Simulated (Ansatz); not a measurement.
LaTiO2N (Pmma, No. 51, 10 atoms in the cell; start mp-1178120)

Method: r²SCAN in Ansatz (PAW).

Run with plane-wave cutoff 560 eV, 6×10×6 k mesh (along the axes of the cell as run), Fermi–Dirac smearing 0.01 eV, no spin polarisation, scalar-relativistic PAW data made under PBE.

Cell (relaxed with PBEsol):

Space group Pmma (No. 51); a = 5.582 Å, b = 3.827 Å, c = 5.645 Å, α = 90.00°, β = 90.00°, γ = 90.00°

| atom | site | symmetry | x | y | z |
|---|---|---|---|---|---|
| La | 2e | mm2 | 0.7500 | 0.0000 | 0.2312 |
| Ti | 2f | mm2 | 0.2500 | 0.5000 | 0.2693 |
| N | 2d | .2/m. | 0.5000 | 0.5000 | 0.5000 |
| O | 2b | .2/m. | 0.0000 | 0.5000 | 0.0000 |
| O | 2e | mm2 | 0.2500 | 0.0000 | 0.2174 |

| Quantity | Value |
|---|---|
| band gap | 1.10 eV |

Note: cell and atoms aren't relaxed at this level (largest force component 0.10 eV/Å, pressure 4.0 GPa).

Spin–orbit coupling is not included.

Computing time: very roughly 100 core-seconds.

A start named mp-… is a Materials Project structure, which need not be a measured phase.

Ansatz is a quantum-chemistry and plane-wave program.
